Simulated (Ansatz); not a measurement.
Defect migration in 2H silicon carbide: interstitial B, charge state +1. The step: one B atom jumps by itself; the atom moves 1.06 Å along (-0.35, -0.17, -0.10) of the unit cell; the moving atom starts with neighbours 3 C at 1.69; 3 Si at 2.18 Å and ends with 2 C at 1.68, C at 1.72; Si at 1.95, 2 Si at 2.00 Å. A PBE band in Ansatz (plane-wave PAW, the Γ point alone, 72 host sites, 27 SCF runs with any check of the saddle's order, static, no finite-size correction) gives a forward barrier of 0.49 eV. The saddle point's order was not checked, and it lies on a symmetry element of the cell, where a band can be held. The host's phase is taken as given; its stability against other phases was not computed. The charge state is imposed; whether it is stable for some Fermi level was not computed. Sites that were not tried may lie lower.

Single points at the band's start and saddle point can refine it. Rough cost of one point, in units of the band's mean SCF on the same machine:

| Level | Cost of one point |
|---|---|
| PBE, a 2×2×2 k-point mesh shifted by half a step along c | about 6 |
| r2SCAN at 500 eV, the Γ point alone | about 4 |

### Question
Which of these move the barrier by more than 0.1 eV, and how far does each move it?

### Answer
Not one does. PBE, a 2×2×2 k-point mesh shifted by half a step along c: -0.08 eV; r2SCAN at 500 eV, the Γ point alone: -0.02 eV. Each functional is compared with PBE at the same k-points.

Ansatz is a quantum-chemistry and plane-wave program.
